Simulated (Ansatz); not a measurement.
**Effect of biaxial strain −2.50 %, plane normal [111], relaxed out of plane on K**

The parent structure is K in the bcc (W type) structure (space group Im-3m, No. 229; a = 5.2146 Å; relaxed with 0.1 eV smearing). Axes: x, y, z lie along the cube axes.

Now apply this change: compressive biaxial strain of 2.50 % in the plane normal to [111], as in epitaxy on a mismatched substrate; the out-of-plane cell vector and the atoms relax.

The values are results of PBEsol/PAW in Ansatz (a quantum-chemistry and plane-wave program), no spin-orbit coupling, not measurements. Γ-centred 18×18×18 mesh, Fermi–Dirac width 0.1 eV.

| quantity | base | changed | shift |
|---|---|---|---|
| volume per atom | 70.90 Å³ | 68.42 Å³ | -2.48 Å³ |
| space group | Im-3m (No. 229) | R-3m (No. 166) | – |
| energy relative to the base (free energy F) | 0 meV/atom | +2.6 meV/atom | +2.6 meV/atom |
| pressure (mean of the normal stresses, compression positive) | 0.0 GPa | 0.2 GPa | +0.14 GPa |
| band gap | zero | zero | – |
| out-of-plane strain | – | +1.51 % | – |
| ratio −ε⊥/ε∥ | – | 0.60 | – |
| mean in-plane stress (compression positive) | – | +0.2 GPa | – |

Whether these cells are dynamically stable was not tested.
